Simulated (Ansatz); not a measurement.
# Point defect Al vacancy in zinc-blende AlP

Level of theory: PBE, PAW (plane waves to 420 eV; Ansatz, an electronic-structure program). Cell: 64 sites, 2×2×2; final energies on a 2×2×2 shifted mesh. Site at the start: the Al site. Charged cells carry a point-charge image correction with potential alignment at far atoms. Dielectric constants: PBE linear response of the host. Host gap at this level: 1.63 eV. These values are not converged in cell size to better than tenths of an eV. The semilocal functional narrows the gap, so deep levels can fall outside it. Spin–orbit coupling is left out. Each state is the lowest found from its start.

Formation energies E_f are given with the Fermi level at the valence-band maximum. Chemical conditions: Al-rich (Δμ(Al) = 0.00 eV; only phases computed here count, gases as isolated molecules at 0 K); P-rich (Δμ(Al) = -1.26 eV; only phases computed here count, gases as isolated molecules at 0 K). Reference phases: Al: fcc Al.

| charge | moment (μB) | largest move off a lattice site (Å) | image correction with alignment (eV) | E_f, Al-rich (eV) | E_f, P-rich (eV) | above the lowest spin state (eV) |
|---|---|---|---|---|---|---|
| +1† | not spin-polarised | 0.03 | -0.10 | – | – | 0.00 |
| +1† | 0.0 | 0.03 | -0.10 | – | – | 0.00 |
| 0 | 3.0 | 0.02 | 0.00 | 5.14 | 3.88 | 0.00 |
| 0† | fractional | 0.07 | 0.00 | 5.19 | 3.92 | 0.04 |
| −1† | 2.0 | 0.07 | 0.35 | – | – | 0.00 |
| −1† | not spin-polarised | 0.07 | 0.36 | – | – | 0.18 |
| −2† | 1.0 | 0.14 | 0.99 | – | – | 0.00 |
| −2† | 1.0 | 0.14 | 0.99 | – | – | 0.00 |
| −3 | not spin-polarised | 0.15 | 1.93 | 7.95 | 6.68 | 0.00 |

† Not settled in this cell, so no level is given: charge +1: a level filled in part, level within 0.1 eV of a band edge or past it; charge −1: a level filled in part; charge −2: a level filled in part.

Starting moments that weren't kept: charge +1 began with 2 μB and ended with 0.0; charge −2 began with 3 μB and ended with 1.0.

All states together cost about 2.8 core-hours (a rough figure).
